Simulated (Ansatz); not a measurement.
## What isotropic strain −0.77 % does to CaPb

Take CaPb (space group P4/mmm, No. 123; a = 3.5807 Å, c = 4.5879 Å; a cell from a computed database, its experimental status unchecked) as the base.

Perturbation: the cell is scaled by 0.9923 in all directions, atoms relaxed at fixed cell.

All numbers come from r2SCAN in Ansatz (plane waves to 500 eV, PAW, spin-orbit coupling left out). Γ-centred 13×13×10 mesh, Fermi–Dirac width 0.05 eV.

The volume per atom shrinks by 0.67 Å³, from 29.41 Å³ to 28.74 Å³ and the space group remains P4/mmm (No. 123). The shortest interatomic distance drops by 0.0263 Å to 3.390 Å and the energy increases by 2.0 meV/atom. The pressure (mean of the normal stresses, compression positive) goes from zero to 1.0 GPa and the band gap remains zero.

Final structure:

```
CaPb
1.0
    3.55312     0.00000     0.00000
    0.00000     3.55312     0.00000
    0.00000     0.00000     4.55260
Ca Pb
1 1
Direct
  0.00000   0.00000   0.00000
  0.50000   0.50000   0.50000
```

Cost of the whole job for the changed cell (relaxation, final SCF and bands): roughly 40 core-seconds.

Stability against distortions was not tested.

Ansatz is a first-principles code.
